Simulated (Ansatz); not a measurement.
Worked example: self-consistent single point of BaGaGeH (P3m1, 4 atoms in the cell) in Ansatz (a quantum-chemistry and plane-wave program).

Level of theory: PBEsol, default PAW files made with PBE (plane waves; Ansatz).

The change in words: lattice scaled by 0.98; basis.ecutwfc: 420 eV → 630 eV. Reference geometry:
```
BaGaGeH
1.0
    4.39993     0.00000     0.00000
   -2.19997     3.81045     0.00000
    0.00000     0.00000     5.29591
Ba Ga Ge H
1 1 1 1
Cartesian
  0.00000   2.54030   0.05010
  0.00000   0.00000   2.91556
  2.19997   1.27015   2.36388
  0.00000   0.00000   4.67618
```

Reference input (self-consistent single point, DFT, PBEsol, plane waves, default PAW files made with PBE): basis.ecutwfc = 420 eV; kpoints.mp_grid.grid = 7 7 5; hamiltonian.xc = pbesol; hamiltonian.pseudopotentials = {kind: paw} (the program's default PAW files); scf.occupations.method = gaussian; scf.occupations.width = 0.136 eV. This run's input differs from it in these lines:

Ansatz 0.2 input:
```diff
@@ -2,5 +2,5 @@
   lattice:
-    - [4.39993000, 0.00000000, 0.00000000]
-    - [-2.19996500, 3.81045100, 0.00000000]
-    - [0.00000000, 0.00000000, 5.29590800]
+    - [4.31193100, 0.00000000, 0.00000000]
+    - [-2.15596600, 3.73424200, 0.00000000]
+    - [0.00000000, 0.00000000, 5.18999000]
   atoms:
@@ -11,3 +11,3 @@
 basis:
-  ecutwfc: 420.0
+  ecutwfc: 630.0
 kpoints:
```

The program printed (abridged):

```
SCF iter   1: F=—  HF=-13877.169753 eV  |F-HF|=—  |Δ(HF+E_count)|=         —  Δρ=4.35e-3  dr2=1.52e-2  ethr=1.77e-3  ⟨swp⟩=7.1  Hψ=3718  notcnv=0
all-band conjugate gradients solve this SCF's bands
preconditioner: auto → Resta (q_TF=auto, 2.392 Å⁻¹)
SCF iter   2: F=—  HF=-13877.164298 eV  |F-HF|=—  |Δ(HF+E_count)|=   5.46e-3  Δρ=2.03e-3  dr2=3.72e-3  ethr=4.01e-5  ⟨swp⟩=2.9  Hψ=1405  notcnv=0
   [... lines left out ...]
SCF iter   4: F=—  HF=-13877.163433 eV  |F-HF|=—  |Δ(HF+E_count)|=   1.00e-6  Δρ=1.67e-4  dr2=2.17e-5  ethr=2.91e-7  ⟨swp⟩=2.0  Hψ=1128  notcnv=0
SCF iter   5: F=—  HF=-13877.163429 eV  |F-HF|=—  |Δ(HF+E_count)|=   4.33e-6  Δρ=5.91e-5  dr2=3.60e-6  ethr=5.71e-8  ⟨swp⟩=2.0  Hψ=1152  notcnv=0
SCF iter   6: F=—  HF=-13877.163428 eV  |F-HF|=—  |Δ(HF+E_count)|=   9.06e-7  Δρ=1.66e-5  dr2=3.13e-7  ethr=9.46e-9  ⟨swp⟩=2.0  Hψ=1290  notcnv=0
SCF iter   7: F=-13877.163428 eV  HF=-13877.163428 eV  |F-HF|=1.87e-8  |Δ(HF+E_count)|=   2.16e-8  Δρ=6.64e-6  dr2=2.97e-8  ethr=2.63e-10  ⟨swp⟩=6.2  Hψ=3722  notcnv=0
SCF 1 converged in 7 iterations: F = -13877.163428 eV  dr2 = 2.97e-8
Free energy (F): -13877.163428 eV
Internal energy: -13877.163402 eV  (E = F + TS)
E sigma→0 (E₀):  -13877.163415 eV
Entropy (-TS):   -0.000026 eV (-0.006 meV/atom)
Fermi energy:    8.868248 eV
--- Forces (eV/Å), atoms counted from 1 ---
  atom   1  Ba     0.00000000    -0.00000000    -0.12442738
  atom   2  Ga     0.00000000     0.00000000     0.00049404
  atom   3  Ge     0.00000000     0.00000000     0.07741173
  atom   4  H      0.00000000    -0.00000000     0.04653585
--- Stress (GPa, compression-positive) ---
       -0.558002      -0.000000      -0.000000
        0.000000      -0.558002       0.000000
       -0.000000       0.000000      -1.223313
  P = ⅓ Tr σ = -0.7798 GPa (-7.798 kbar)
  The stress holds the Pulay correction. Without it, at fixed plane waves, as pw.x and ABINIT print it: P = -0.7818 GPa
```

The run converged in 7 iterations. Against the reference run the free energy falls by 18.5 meV/atom, the pressure goes from -3.36 to -0.78 GPa and the largest force goes from 0.116 to 0.124 eV/Å.

The starting cell comes from a database of computed structures (which also holds hypothetical and non-ambient phases and stackings), without a prior relaxation at this level. Its lattice was rescaled by up to half a per cent. One atom was moved a little off its site on purpose. For this run, on top of that: lattice scaled by 0.98. Ansatz's pressure includes its estimate of the finite-basis (Pulay) stress.
